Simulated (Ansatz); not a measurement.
The starting structures come from a database of crystals and need not be the phases stable at ambient conditions.

Given:

```
BaAs2O6
1.0
    5.00026     0.00000     0.00000
   -2.30106     9.38082     0.00000
   -0.39814    -1.77691     5.49366
Ba As O
2 4 12
Direct
  0.60695   0.71390   0.85695
  0.39305   0.28610   0.14305
  0.21546   0.93092   0.46546
  0.78454   0.06908   0.53454
  0.06160   0.62320   0.31160
  0.93840   0.37680   0.68840
  0.89911   0.93934   0.29203
  0.10089   0.06066   0.70797
  0.54023   0.93934   0.64731
  0.45977   0.06066   0.35269
  0.23942   0.76876   0.20173
  0.76058   0.23124   0.79827
  0.02934   0.76876   0.56703
  0.97066   0.23124   0.43297
  0.76867   0.53446   0.12076
  0.23133   0.46554   0.87924
  0.26579   0.53446   0.41370
  0.73421   0.46554   0.58630
```

The cell is taken as given; by r2SCAN it stands under a pressure of -1.1 GPa.

Transport runs along the normal of the first two printed cell vectors.

The gap is the functional's own. No spin-orbit coupling. Mid-gap values are those at the computed energy nearest the middle.

**Question.** State the band gap and the smallest decay constant κ at mid-gap according to r2SCAN run with Ansatz (a first-principles code).

**Answer.** Gap 3.74 eV on a 6×6×6 mesh; κ = 0.373 1/Å, at the zone centre.
